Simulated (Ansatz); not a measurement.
Take GaAs in the zinc blende structure (space group F-43m, No. 216; a = 5.666 Å) as the base.

The change: cell and atoms relaxed at a pressure of 18 GPa.

Levels (all Ansatz, a program for electronic structure, PAW, earlier PAW set): r2SCAN (500 eV, no spin-orbit coupling); HSE06 (420 eV, spin-orbit coupling left out); HSE06+SOC (420 eV, with spin-orbit coupling).

At the geometry relaxed with r2SCAN, these levels gave the following band gaps, in shuffled order: (a) 1.70 eV, (b) 1.41 eV, (c) 1.58 eV.

**Question.** Match each gap to its level.

**Answer.** (a) HSE06; (b) r2SCAN; (c) HSE06+SOC.

Single points use the geometry relaxed with r2SCAN. HSE06 was sampled on its mesh, a few special points and the semilocal edge points, so its gap is an upper bound. The spin-orbit shifts are approximate. Load acts through the strain it causes; cell and atoms are relaxed under it. Stability against distortions was not tested. Measured, GaAs leaves this structure (for a Cmcm phase) near 15 GPa (room temperature; as listed in arXiv:1906.07825).
